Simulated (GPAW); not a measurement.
## Several settings converged on PdPt (R3m, 2 atoms in the cell)

```xyz
2
Lattice="1.3765 0.7947 4.5376 -1.3765 0.7947 4.5376 0.0000 -1.5894 4.5376" Properties=species:S:1:pos:R:3 pbc="T T T"
Pd     0.0000     0.0000     0.0500
Pt     0.0000     0.0000     6.8063
```

Base method: PBEsol, GPAW PAW datasets PBEsol (made by gpaw-setup) (plane waves; GPAW).

Base settings: mode = pw; ecut = 600 eV; xc = PBEsol; kpts = 6 6 6; mesh shift (steps) = 0 0 0; occupations.name = fermi-dirac; occupations.width = 0.1 eV; nbands = -8; symmetry.symmorphic = false; symmetry.tolerance = 0.0005.

The count of work is k-points × plane waves × bands × iterations; it is no time. Core times come from one kind of shared machine, to one figure; runs under 30 s give none.

**The k-point mesh**

Only quantities that move along the ladder and can be compared are tabulated.

| kpts | free energy less the last step's (meV/atom) | pressure (GPa) | largest difference of a force vector from the last step's (eV/Å) | count of work / last | core time / last (rough) |
|---|---|---|---|---|---|
| 2 2 2 | 1873.28 | 26.93 | 0.022 | 0.072 | – |
| 3 3 3 | 255.26 | 1.81 | 0.184 | 0.11 | – |
| 4 4 4 | -90.69 | -2.09 | 0.025 | 0.25 | – |
| 5 5 5 | 97.95 | 1.32 | 0.032 | 0.29 | 0.4 |
| 6 6 6 | -57.44 | -2.16 | 0.008 | 0.61 | 0.9 |
| 8 8 8 | 0.00 | -1.04 | 0.000 | 1.0 | 1 |

Coarsest kpts that holds the forces within 0.02 eV/Å of the last step, with all finer ones: 6 6 6; the step before is off by 0.032 eV/Å.

Coarsest kpts that holds the free energy within 5 meV/atom: not settled: the last two steps still differ by 57 meV/atom, over half the tolerance, so the ladder does not show it.

Coarsest kpts that holds the pressure within 0.5 GPa: not settled: the last two steps still differ by 1.1 GPa, over half the tolerance, so the ladder does not show it.

**The k-point mesh at a smearing width of 0.02 eV**

In this ladder: occupations.width = 0.02 eV.

Only quantities that move along the ladder and can be compared are tabulated.

```tsv
kpts	free energy less the last step's (meV/atom)	pressure (GPa)	largest difference of a force vector from the last step's (eV/Å)	count of work / last	core time / last (rough)
5 5 5	118.46	0.95	0.004	0.087	0.07
7 7 7	-3.29	-1.82	0.018	0.23	0.2
9 9 9	-17.92	-2.09	0.006	0.39	0.4
13 13 13	0.00	-1.71	0.000	1.0	1
```

Coarsest kpts that holds the forces within 0.01 eV/Å: not settled: the last two steps still differ by 0.006 eV/Å, over half the tolerance, so the ladder does not show it.

Coarsest kpts that holds the free energy within 5 meV/atom: not settled: the last two steps still differ by 18 meV/atom, over half the tolerance, so the ladder does not show it.

Coarsest kpts that holds the pressure within 1 GPa of the last step, with all finer ones: 7 7 7, at 0.23 of the last step's count of work and about 0.2 of the last step's time; the step before is off by 2.7 GPa.

**The SCF threshold**

Moved along: convergence.density, convergence.eigenstates.

The mesh stays at the base's, so the ladder's end is converged at best in this setting alone.

Only quantities that move along the ladder and can be compared are tabulated.

```csv
convergence.energy,pressure (GPa),count of work / last,core time / last (rough)
0.003 eV/electron,-3.04,0.16,0.2
3e-05 eV/electron,-2.13,0.26,0.5
3e-07 eV/electron,-2.13,0.30,0.4
3e-14 eV/electron,-2.13,1.0,1
```

Coarsest convergence.energy that holds the pressure within 0.1 GPa of the last step, with all finer ones: 3e-05 eV/electron, at 0.26 of the last step's count of work; the step before is off by 0.91 GPa.

On the base run: the starting cell comes from a database of computed structures (which also holds hypothetical and non-ambient phases and stackings), without a prior relaxation at this level. Its lattice was rescaled by up to half a per cent. One atom was moved a little off its site on purpose. Spin polarisation is off. Without a gap this mesh is coarse (it stands for a supercell whose shortest vector is 17 Å).
